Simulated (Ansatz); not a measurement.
BaTiO3 (Amm2, No. 38, 5 atoms in the cell; start mp-5777) was calculated with PBE0 (Ansatz, a program for electronic structure, plane waves, PAW).

Input file:

Ansatz 0.2 input:
```yaml
crystal:
  lattice:
    - [3.950150777, 0.0, 0.0]
    - [0.0, 2.8282475709, 2.8385302712]
    - [0.0, -2.8282475709, 2.8385302712]
  atoms:
    - { symbol: Ba, position: [0.0, 0.0035637489, 0.0035637489] }
    - { symbol: Ti, position: [0.5, 0.5163885423, 0.5163885423] }
    - { symbol: O, position: [0.5, 0.981522373, 0.4903669569] }
    - { symbol: O, position: [0.5, 0.4903669569, 0.981522373] }
    - { symbol: O, position: [0.0, 0.4880483789, 0.4880483789] }
basis:
  ecutwfc: 460
  ecutrho_ratio: 4
  xc_grid: 2
kpoints:
  mp_grid: { grid: [6, 6, 6] }
hamiltonian:
  xc: pbe0
  dispersion: none
  pseudopotentials: { azcp: { folder: ./paw }, kind: paw }
scf:
  occupations: { method: fermi_dirac, width: 0.01 }
  convergence: { dr2_threshold: 0.0000000005 }
output:
  forces: true
  stress: true
  eigenvalues: true
```

Excerpt of the program's output:

```
WARN output.stress: scf.exx.energy_threshold = 1e-6 eV is looser than the 5e-8 eV advised for a stress under a hybrid functional (1e-8 eV for each atom of the …
Crystal: 5 atoms, lattice volume = 63.424 Å³
Basis set: ecut = 460 eV, 1377 PW (Γ), exchange–correlation on 60×60×60 points (8 copies of the dense FFT grid, shifted against one another)
Bands: 25, of which v1, the nominal top of the filled ones, is band 20 counted from 1 (19 counted from 0)
Symmetry: 4 space group operations
Space group: Amm2 (ITA 38), of the structure as read, at distance tolerance 4.0e-5 Å
k-points: 52 of 216 (time reversal used)
Initial density: superposition of atomic densities (chi_scale 0.1, normalization cell, long waves kept (reshape's long-wave potential 0.00 eV rms))
Functional: x = pbe(κ = 0.804, μ = 0.2195149727645171), c = pbe(β = 0.06672455060314922), warm-up for x = 0.75 pbe(κ = 0.804, μ = 0.2195149727645171) + 0.25 exact, c = pbe(β = 0.06672455060314922)
SCF iter   1: F=—  HF=-10159.849584 eV  |F-HF|=—  |Δ(HF+E_count)|=         —  Δρ=4.70e-2  dr2=1.53e0
SCF iter   2: F=—  HF=-10159.711778 eV  |F-HF|=—  |Δ(HF+E_count)|=   1.38e-1  Δρ=2.35e-2  dr2=3.80e-1
  ...
Crystal: 5 atoms, lattice volume = 63.424 Å³
Initial density: handed on by an earlier stage of this run
Functional: x = 0.75 pbe(κ = 0.804, μ = 0.2195149727645171) + 0.25 exact, c = pbe(β = 0.06672455060314922)
Crystal: 5 atoms, lattice volume = 63.424 Å³
SCF 3 converged in 7 iterations: F = -10163.152136 eV  dr2 = 4.50e-10
Crystal: 5 atoms, lattice volume = 63.424 Å³
SCF iter   2: F=—  HF=-10163.152136 eV  |F-HF|=—  |Δ(HF+E_count)|=  5.62e-10  Δρ=2.17e-6  dr2=1.27e-9
SCF iter   3: F=-10163.152136 eV  HF=-10163.152136 eV  |F-HF|=7.82e-11  |Δ(HF+E_count)|=  1.71e-10  Δρ=9.21e-7  dr2=1.44e-10
SCF 4 converged in 3 iterations: F = -10163.152136 eV  dr2 = 1.44e-10
Free energy (F): -10163.152136 eV
Internal energy: -10163.152136 eV  (E = F + TS)
E sigma→0 (E₀):  -10163.152136 eV
Fermi energy:    11.201207 eV
--- Forces (eV/Å), atoms counted from 1 ---
  atom   1  Ba    -0.00000000     0.00000000    -0.01337977
  atom   2  Ti    -0.00000000     0.00000000     0.19026325
  atom   3  O     -0.00000000    -0.17692140    -0.11838407
  atom   4  O     -0.00000000     0.17692140    -0.11838407
  atom   5  O     -0.00000000     0.00000000     0.05989955
--- Stress (GPa, compression-positive) ---
        1.139804       0.000000       0.000000
        0.000000       0.785898      -0.000000
        0.000000      -0.000000       1.064176
  P = ⅓ Tr σ = 0.9966 GPa (9.966 kbar)
```

The PAW data were made under PBE.

Note: cell and atoms aren't relaxed at this level (largest force component 0.19 eV/Å, pressure 1.0 GPa).

Cost on a shared machine: roughly 6 core-minutes.

A start named mp-… is a Materials Project structure, which need not be a measured phase.
